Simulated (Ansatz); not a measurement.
Input:

```
CELL_PARAMETERS angstrom
      0.00000     2.27879     2.27879
      2.27879     0.00000     2.27879
      2.27879     2.27879     0.00000
ATOMIC_POSITIONS crystal
  B  0.00000 0.00000 0.00000
  P  0.25000 0.25000 0.25000
```

Method: PBE with spin-orbit coupling, rigid bands (plane waves, PAW; Ansatz, a first-principles code). Condition of this run: hydrostatic pressure of -4 GPa (compression positive) (the target of the relaxation). How the cell was made: cell and atoms relaxed with PBEsol, then loaded as said.

### Question
What conductivity effective mass do dilute holes have at 300 K?

### Answer
0.42 mₑ.

### Question
Predict the electron conductivity mass (n e² τ/σ) at 300 K, by direction if it differs.

### Answer
0.33 mₑ.

### Question
And the band gap?

### Answer
1.24 eV at this level; semilocal functionals usually fall short of the measured gap.

Rigid bands, one relaxation time for all states, no polarons. Geometry: cell and atoms relaxed with PBEsol.
